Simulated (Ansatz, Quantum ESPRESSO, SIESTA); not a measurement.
## One structure in several programs: AlCr2C (P6_3/mmc, 8 atoms in the cell)

Self-consistent single point.

```xyz
8
Lattice="2.8251 0.0000 0.0000 -1.4125 2.4466 0.0000 0.0000 0.0000 12.6014" Properties=species:S:1:pos:R:3 pbc="T T T"
Al     1.4126     0.8155     3.1503
Al     0.0000     1.6311     9.4510
Cr     0.0000     1.6311     5.2288
Cr     1.4126     0.8155     7.3726
Cr     1.4126     0.8155    11.5295
Cr     0.0000     1.6311     1.0719
C      0.0000     0.0000     6.3007
C      0.0000     0.0000     0.0000
```

Shared settings, as Ansatz (a first-principles code) writes them: kpoints.mp_grid.grid = 5 5 1; scf.occupations.method = fermi_dirac; scf.occupations.width = 0.136 eV. Potentials and cutoffs stand in the table.

```tsv
code	model	pressure (GPa)	largest force (eV/Å)	cutoff
Ansatz	PBE, PAW files	3.91	0.015	420 eV
SIESTA	GGA PBE, numerical atomic orbitals DZP, PseudoDojo PBE standard norm-conserving potentials (rewritten from UPF to PSML)	2.02	0.006	grid 300 Ry
Quantum ESPRESSO	PBE, PseudoDojo standard norm-conserving (PBE) pseudopotentials	4.20	0.015	95 Ry
```

On Ansatz's run: spin polarisation is off.

The spread over the programs that give each value: pressure within 2.18 GPa; largest force within 0.009 eV/Å.

SIESTA uses small atom-centred bases, whose incompleteness enters pressures, forces and empty levels differently from a plane-wave cutoff. Ansatz's pressure is given at a fixed set of plane waves, as the other plane-wave codes print theirs; with its correction for the finite basis it is 4.06 GPa. In the pressure, SIESTA (by 2.03) lies more than 1 GPa from the median of the plane-wave programs.

On the base mesh (9 9 2) the same programs gave: Ansatz pressure 4.03 GPa; Quantum ESPRESSO pressure 4.32 GPa; SIESTA pressure 2.16 GPa.

The starting cell comes from a database of computed structures (which also holds hypothetical and non-ambient phases and stackings), without a prior relaxation at this level.

Left out of this page: ABINIT (with a known weakness of the program); CP2K (on another mesh); FLEUR (not drawn, or without a comparable value).

Keys are those of Ansatz 0.2.
